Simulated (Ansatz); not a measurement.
## CdS: tensor shear ε_yz = −3.81 %

Start from CdS in the zinc blende structure (space group F-43m, No. 216; a = 5.8777 Å). Axes: x, y, z lie along the cube axes.

It is then changed as follows: a pure shear with ε_yz = ε_zy = -0.0381; the atoms relax in the strained cell.

All numbers come from Ansatz (a first-principles code) r2SCAN, spin-orbit coupling left out. k-mesh 10×10×10 (Γ-centred); smearing 0.05 eV (Fermi–Dirac).

```csv
quantity,base,changed,shift
volume per atom,25.38 Å³,25.35 Å³,-0.037 Å³
space group,F-43m (No. 216),Imm2 (No. 44),–
shortest interatomic distance,2.545 Å,2.541 Å,-0.004 Å
energy relative to the base (free energy F),0 meV/atom,+12 meV/atom,+12 meV/atom
"pressure (mean of the normal stresses, compression positive)",0.00 GPa,-0.09 GPa,-0.095 GPa
band gap,1.54 eV,1.34 eV,-0.20 eV
gap character,direct at Γ,direct at Γ,–
"valence-band top at Γ (three highest levels, from the VBM)","0.00, 0.00, 0.00 eV","0.00, -0.18, -0.30 eV",–
largest internal atomic displacement,–,0.049 Å,–
"stress (xx, yy, zz, yz, xz, xy; compression positive)",–,"(-0.13, -0.07, -0.07, 1.99, 0.00, 0.00) GPa",–
```

No phonon test of stability was made. Labels are those of the standard path for the cell's own space group.
